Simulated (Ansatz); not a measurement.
Consider the following.

```
Cs2NaBiF6
1.0
    0.00000     4.54707     4.54707
    4.54707     0.00000     4.54707
    4.54707     4.54707     0.00000
Cs Na Bi F
2 1 1 6
Direct
  0.25000   0.25000   0.25000
  0.75000   0.75000   0.75000
  0.50000   0.50000   0.50000
  0.00000   0.00000   0.00000
  0.24805   0.24805   0.75195
  0.75195   0.75195   0.24805
  0.75195   0.24805   0.24805
  0.24805   0.75195   0.75195
  0.24805   0.75195   0.24805
  0.75195   0.24805   0.75195
```

No spin polarisation.

The values are results of PBEsol, PAW, 420 eV (Ansatz, a first-principles code; scalar-relativistic without spin-orbit coupling), not measurements. Settings: 6×6×6 k-points, 0.05 eV Fermi–Dirac smearing.

Task: Predict the band gap, gap character and width of the top valence band.

Result: Band gap: 4.96 eV
Gap character: indirect, W → Γ–X (20 % along)
Width of the top valence band: 0.68 eV

Spin-orbit coupling, missing from the scalar runs, can matter with Bi. Load acts through the strain it causes; cell and atoms are relaxed under it. Whether these cells are dynamically stable was not tested. The cell was made from Cs2NaBiF6 (space group Fm-3m, No. 225) by this change: pressure 0.7 GPa.
